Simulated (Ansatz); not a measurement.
We consider SnSe (model structure, started from the 4H type, P6₃mc, No. 186, 8 atoms in the cell), described by PBEsol (PAW; Ansatz, a program for electronic structure).

Numerical settings: plane-wave cutoff 500 eV, 12×12×4 k mesh (along the axes of the cell as run), Fermi–Dirac smearing 0.05 eV, scalar-relativistic PAW data made under PBE.

Cell (relaxed at this level):

SnSe is taken in the hexagonal space group P6₃mc (No. 186), Pearson symbol hP8. Conventional cell: a = 5.023 Å, b = 5.023 Å, c = 11.753 Å, α = 90.00°, β = 90.00°, γ = 120.00°. Sn1 on 2a sees 5 Se at 2.853–3.024 Å (trigonal bipyramidal). Sn2 on 2b is surrounded by 4 Se at 2.780–2.902 Å. Se1 on 2a is coordinated by 5 Sn at 2.853–3.024 Å (trigonal bipyramidal). Se2 on 2b is coordinated by 4 Sn at 2.780–2.903 Å. (Neighbours: up to the widest gap in distance over summed covalent radii, below 1.35, at either atom; cation-cation and far metal-metal contacts left out.)

**Question.** Predict the band gap.

**Answer.** 
* **band gap**: 0.37 eV (on the SCF k mesh)

Note: the relaxation could raise the start's symmetry but not lower it, so the cell can be a saddle point.

Spin–orbit coupling is not included.

Static lattice: no zero-point or thermal effects.

A model structure was made by putting elements into a prototype or built by hand; it is no filed structure, need not be a known phase, and can be a saddle point held by its symmetry.
